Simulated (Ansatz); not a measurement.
Hops of point defects in bixbyite In2O3, each between lowest sites run for its defect: PBE bands (Ansatz, a quantum-chemistry and plane-wave program, plane waves to 420 eV, PAW, climbing-image NEB) beside r2SCAN single points (500 eV) at the PBE geometries. Static nuclei, no finite-size correction. The rows are a random draw from the bands that converged and passed our checks of state and shape. Saddle orders were checked for a part of the study's bands only and are not shown. Vacancies start on their lattice site; split forms were not set up. Charge states are imposed.

```
Row                      Defect                              Route  Hop (Å)                               Cell and PBE mesh  r2SCAN k-points  PBE barrier x (eV)  r2SCAN barrier y (eV)
---  --------------------------  ---------------------------------  -------  ----------------------------------------------  ---------------  ------------------  ---------------------
1          O vacancy, charge +2  a nearby O jumps into the vacancy     3.35  80 sites, one k-point at (0.250, 0.250, 0.250)        same mesh                1.39                   1.52
2    interstitial Na, charge +1                  Na moves farthest     2.15  80 sites, one k-point at (0.250, 0.250, 0.250)        same mesh                0.59                   0.60
3           O vacancy, charge 0  a nearby O jumps into the vacancy     2.65  80 sites, one k-point at (0.250, 0.250, 0.250)        same mesh                1.22                   1.29
4           O vacancy, charge 0  a nearby O jumps into the vacancy     2.53  80 sites, one k-point at (0.250, 0.250, 0.250)        same mesh                0.93                   1.01
5           O vacancy, charge 0  a nearby O jumps into the vacancy     3.36  80 sites, one k-point at (0.250, 0.250, 0.250)        same mesh                1.43                   1.61
6    interstitial Cu, charge +1                  Cu moves farthest     1.89  80 sites, one k-point at (0.250, 0.250, 0.250)        same mesh                0.27                   0.35
7          O vacancy, charge +2  a nearby O jumps into the vacancy     2.64  80 sites, one k-point at (0.250, 0.250, 0.250)        same mesh                0.55                      ?
```

Q: Fit a straight line y = a x + b to rows 1 to 6, predict row 7, and compare with the computed value.

A: Means: x̄ = 0.972, ȳ = 1.063 eV. Sums: Sxx = 1.086, Sxy = 1.177 eV². So a = Sxy/Sxx = 1.084 and b = ȳ − a x̄ = 0.009 eV, with a scatter of 0.05 eV about the line. Row 7: 1.084 × 0.55 + 0.009 ≈ 0.61 eV. The computed r2SCAN value is 0.67 eV, +0.06 eV from the line, beyond the scatter. The line only summarises these rows of one host.
